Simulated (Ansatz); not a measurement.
# Ga (model structure, started from the hcp type, P6₃/mmc, No. 194, 2 atoms in the cell): cohesive energy by level of theory

No measured value is used here.

```csv
level (code),value (eV/atom),cell (Å³/atom)
LDA (Ansatz),3.38,17.23
PBE (Ansatz),2.60,19.08
PBEsol (Ansatz),3.04,17.83
PBE-D3(BJ) (Ansatz),2.91,18.06
r²SCAN (Ansatz),2.68,17.97
r²SCAN+rVV10 (Ansatz),2.89,17.68
```

Each level is taken at its own relaxed cell. Cutoffs differ between the levels. Ansatz's density-functional and Hartree–Fock values are scalar-relativistic unless marked +SOC, with PAW data made under PBE.

A model structure was made by putting elements into a prototype or built by hand; it is no filed structure, need not be a known phase, and can be a saddle point held by its symmetry.

Ansatz is an electronic-structure program.
